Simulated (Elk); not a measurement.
# Worked example: self-consistent single point of SrSi₂Pd₂ (I4/mmm, 5 atoms in the cell) in Elk

Method: LDA (PW92), all-electron FP-LAPW, Elk's shipped species files, APW+lo basis with extra local orbitals run with Elk 10.2.4.

Input:

```
tasks
  0

rgkmax
  8.0

gmaxvr
  16.0

nxlo
  2

lorbcnd
  .true.

rmtscf
  0.92

lmaxi
  2

stype
  0

swidth
  0.00734986

maxscl
  100

avec
   -4.0670213223    4.0670213223    9.4489613252
    4.0670213223   -4.0670213223    9.4489613252
    4.0670213223    4.0670213223   -9.4489613252

atoms
  3
  'Sr.in'
  1
  0.0000000000  0.0000000000  0.0000000000    0.0 0.0 0.0
  'Si.in'
  2
  0.3736100000  0.3736100000  0.0000000000    0.0 0.0 0.0
  0.6263900000  0.6263900000  0.0000000000    0.0 0.0 0.0
  'Pd.in'
  2
  0.2500000000  0.7500000000  0.5000000000    0.0 0.0 0.0
  0.7500000000  0.2500000000  0.5000000000    0.0 0.0 0.0

ngridk
  9 9 9
```

Output, abridged:

```
│ Elk code version 10.2.4 │

All units are atomic (Hartree, Bohr, etc.)

│ Ground-state run starting from atomic densities │

Lattice vectors :
  -4.067021322       4.067021322       9.448961325
   4.067021322      -4.067021322       9.448961325
   4.067021322       4.067021322      -9.448961325

Unit cell volume      :    625.1683186
Brillouin zone volume :   0.3967734865

Muffin-tin inner radius fraction :   0.1000000000E-01

Nuclei treated as point charges

Species :    1 (Sr)
 parameters loaded from : Sr.in
 name : strontium
 nuclear charge    :   -38.00000000
 electronic charge :    38.00000000
 atomic mass :    159721.4890
 muffin-tin radius :    2.392000000
 number of radial points in muffin-tin :    597
 atomic positions (lattice), magnetic fields (Cartesian) :
   1 :   0.00000000  0.00000000  0.00000000    0.00000000  0.00000000  0.00000000

Species :    2 (Si)
 parameters loaded from : Si.in
 name : silicon
 nuclear charge    :   -14.00000000
 electronic charge :    14.00000000
 atomic mass :    51196.73454
 muffin-tin radius :    2.024000000
 number of radial points in muffin-tin :    397
 atomic positions (lattice), magnetic fields (Cartesian) :
   1 :   0.37361000  0.37361000  0.00000000    0.00000000  0.00000000  0.00000000
   2 :  -0.37361000 -0.37361000  0.00000000    0.00000000  0.00000000  0.00000000

Species :    3 (Pd)
 parameters loaded from : Pd.in
 name : palladium
 nuclear charge    :   -46.00000000
 electronic charge :    46.00000000
 atomic mass :    193991.7925
 muffin-tin radius :    2.392000000
 number of radial points in muffin-tin :    497
 atomic positions (lattice), magnetic fields (Cartesian) :
   1 :   0.25000000 -0.25000000  0.50000000    0.00000000  0.00000000  0.00000000
   2 :  -0.25000000  0.25000000  0.50000000    0.00000000  0.00000000  0.00000000

Total number of atoms per unit cell :    5

Spin treatment :
 spin-unpolarised

   [... lines left out ...]
 potential will be trimmed for |G| > 2 gkmax
Constant for pseudocharge density :   10
Radial integration step length :    4

G-vector grid sizes :     60    60    60
Number of G-vectors :    43265

Maximum angular momentum used for
 APW functions                      :    8
 outer part of muffin-tin           :    6
 inner part of muffin-tin           :    2

Total nuclear charge    :   -158.0000000
Total core charge       :    104.0000000
Total valence charge    :    54.00000000
Total excess charge     :    0.000000000
Total electronic charge :    158.0000000

Effective Wigner radius, rₛ :   0.9811839188

Number of empty states         :   20
Total number of valence states :   47
Total number of core states    :  104

Conduction state local-orbitals added automatically
Total number of local-orbitals :  365

Exchange-correlation functional :      3     0     0
 Perdew-Wang/Ceperley-Alder, Phys. Rev. B 45, 13244 (1992)
 gradient requirement :    0
 local density approximation (LDA)

Smearing type :    0
 Gaussian
Smearing width :   0.7349860000E-02
Effective electronic temperature (K) :    2320.902224

Mixing type :    3
 Broyden mixing, J. Phys. A: Math. Gen. 17, L317 (1984)

Kohn-Sham potential initialised from atomic data
│ Self-consistent loop started │
│ Loop number : 1 │
 total energy                :     -13764.0210676
│ Loop number : 2 │
 total energy                :     -13769.5850905
RMS change in Kohn-Sham potential (target) :   0.5526172668     (  0.1000000000E-05)
Absolute change in total energy (target)   :    5.564022847     (  0.1000000000E-03)
│ Loop number : 3 │
 total energy                :     -13809.3535559
RMS change in Kohn-Sham potential (target) :   0.2665618715     (  0.1000000000E-05)
Absolute change in total energy (target)   :    41.15947111     (  0.1000000000E-03)
│ Loop number : 4 │
 total energy                :     -13829.8117363
RMS change in Kohn-Sham potential (target) :   0.1127241091     (  0.1000000000E-05)
Absolute change in total energy (target)   :    30.74804826     (  0.1000000000E-03)
│ Loop number : 5 │
 total energy                :     -13837.3152106
RMS change in Kohn-Sham potential (target) :   0.4596437479E-01 (  0.1000000000E-05)
Absolute change in total energy (target)   :    15.19048629     (  0.1000000000E-03)
   [... lines left out ...]
Absolute change in total energy (target)   :   0.2025974258E-01 (  0.1000000000E-03)
│ Loop number : 13 │
 total energy                :     -13839.0921165
RMS change in Kohn-Sham potential (target) :   0.8183972819E-06 (  0.1000000000E-05)
Absolute change in total energy (target)   :   0.3464878766E-02 (  0.1000000000E-03)
│ Loop number : 14 │
 total energy                :     -13839.0921006
RMS change in Kohn-Sham potential (target) :   0.5664484908E-06 (  0.1000000000E-05)
Absolute change in total energy (target)   :   0.8503080444E-03 (  0.1000000000E-03)
│ Loop number : 15 │
 total energy                :     -13839.0921773
RMS change in Kohn-Sham potential (target) :   0.4609840063E-07 (  0.1000000000E-05)
Absolute change in total energy (target)   :   0.2892592438E-03 (  0.1000000000E-03)
│ Loop number : 16 │
 total energy                :     -13839.0921857
RMS change in Kohn-Sham potential (target) :   0.5242252683E-07 (  0.1000000000E-05)
Absolute change in total energy (target)   :   0.8069288197E-04 (  0.1000000000E-03)
Convergence targets achieved

│ Loop number : 17 │

Energies :
 Fermi                       :     0.304550977145
 sum of eigenvalues          :     -8206.31034014
 electron kinetic            :      14377.3368955
 core electron kinetic       :      13970.8490106
 Coulomb                     :     -27796.3051609
 Coulomb potential           :     -22026.8824578
 nuclear-nuclear             :     -1319.85311695
 electron-nuclear            :     -30926.0216300
 Hartree                     :      4449.56958609
 Madelung                    :     -16782.8639319
 xc potential                :     -556.764777820
 exchange                    :     -405.772485663
 correlation                 :     -14.3514311423
 total energy                :     -13839.0921822

Density of states at Fermi energy :    82.16881390
 (states/Hartree/unit cell)

Estimated indirect band gap :   0.1679327887E-03
 from k-point     12 to k-point     21
Estimated direct band gap   :   0.3602284891E-02
 at k-point     21

Charges :
 core                        :    104.0000000
 valence                     :    54.00000000
 interstitial                :    9.451038362
 muffin-tins (core leakage)
  species :    1 (Sr)
   atom    1                 :    35.69882237     (  0.1028596622E-03)
  species :    2 (Si)
   atom    1                 :    11.77126978     (  0.3318291958E-02)
   atom    2                 :    11.77126978     (  0.3318291958E-02)
  species :    3 (Pd)
   atom    1                 :    44.65379985     (  0.2886914174E-07)
   atom    2                 :    44.65379985     (  0.2886914174E-07)
 total in muffin-tins        :    148.5489616
 total calculated charge     :    158.0129157
 total charge                :    158.0000000
 error                       :   0.1291570875E-01

│ Self-consistent loop stopped │
```

The run converged in 17 iterations. The count includes the last loop, which Elk runs after its targets are met.

The starting cell comes from a database of computed structures (which also holds hypothetical and non-ambient phases and stackings), without a prior relaxation at this level. Spin polarisation is off. Values depend on the basis (sphere radii, cutoffs, local orbitals), which need not be converged. The log's line on a gap gives a spacing of levels on this mesh, which the program prints for metals too.

Cost on one core of a shared machine: roughly 4 min.
